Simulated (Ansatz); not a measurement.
Functionals compared on SiH3 on the 1x1 (10-10) surface of wurtzite AlN (cut with top plane Al + N), one in a 2x1 cell, started at the site 'bridge Al-Al-Al-N (span 3.1 Å)', in Ansatz (plane waves, PAW). The structure was relaxed with PBE; the other rows are single points on it, each with its references at the same level. Cutoff 420 eV (500 eV for r2SCAN). The points keep PBE's geometry, so the relaxation of a polaron and the settling of charge on one site are left out.

Host crystal: wurtzite AlN, with a band gap (PBE, scalar-relativistic without spin-orbit coupling).

Set-up: 36 atoms, 8.9 Å thick at the start under the adsorbate (thin: gaps and levels are the slab's own); mesh 3x4x1; 0.01 eV smearing; dipole correction on; 16 atoms held, the rest relaxed; no symmetry held; spin-polarised, ending with about 0.8 μB a cell; orders that need a larger cell were not tried, no spin-orbit, no U, no dispersion correction. At the end it is bonded to N. In PBE it is, or lies within 0.03 eV of, the lowest of the starts that converged. These notes are the PBE run's. RPBE: The program's check for a lower electronic state was not made. r2SCAN: The program's check for a lower electronic state was not made. Adsorption energies are against SiH4(g) − ½ H2(g). A negative adsorption energy means that the adsorbate is more stable on the surface than in its reference.

```tsv
functional	adsorption energy (eV)	rough cost of the single point
PBE	-0.18	–
RPBE	(withheld)	very roughly 6 core-minutes
r2SCAN	-0.34	about 11 core-minutes (a rough figure)
```

Fill in the missing entries.


- RPBE, adsorption energy (eV): 0.05

Ansatz is a first-principles code.
